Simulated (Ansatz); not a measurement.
ZnS under load (space group I-4m2), r2SCAN with spin-orbit coupling, rigid bands run with Ansatz (a quantum-chemistry and plane-wave program). Condition of this run: uniaxial stress zz = -2 GPa (compression positive) (the target of the relaxation). Band gap 2.59 eV, N_c = 2.28e18 cm⁻³ and N_v = 2.65e19 cm⁻³ at 300 K, conductivity masses along x (a = (0.00, 2.66, 2.78) Å; b = (2.66, 0.00, 2.78) Å; c = (2.66, 2.66, 0.00) Å) of 0.204 mₑ (electrons) and 0.670 mₑ (holes). Take k_BT = 0.02585 eV.

**Question.** A film of it is 8 nm thick, with its normal along the direction named. Estimate the confinement energies in an infinite well.

**Answer.** ħ²π²/(2m t²) = 0.376 eV·nm²/(m/mₑ × t²) gives 28.8 meV for electrons and 8.77 meV for holes, so the gap would widen to about 2.63 eV. Finite barriers and nonparabolic bands lower this, and with several valleys or bands the heaviest mass along the normal sets the lowest level, not this average.

**Question.** What thermal injection velocity √(2k_BT/πm) limits a ballistic channel along the direction named?

**Answer.** 1.19e7 cm/s for electrons and 6.57e6 cm/s for holes, a ratio of √(m_h/m_e) = 1.81, for dilute carriers.

**Question.** Find the intrinsic carrier density and the intrinsic Fermi level.

**Answer.** n_i = √(N_c N_v) exp(−E_g/2k_BT) = 7.77e18 × exp(−50.09) = 1.4e-3 cm⁻³. The level lies (k_BT/2) ln(N_v/N_c) = 32 meV from mid-gap (positive towards the conduction band). Each 0.1 eV added to the gap lowers n_i by a factor of 6.9.

Rigid bands with the computed gap; masses take one relaxation time for all states.
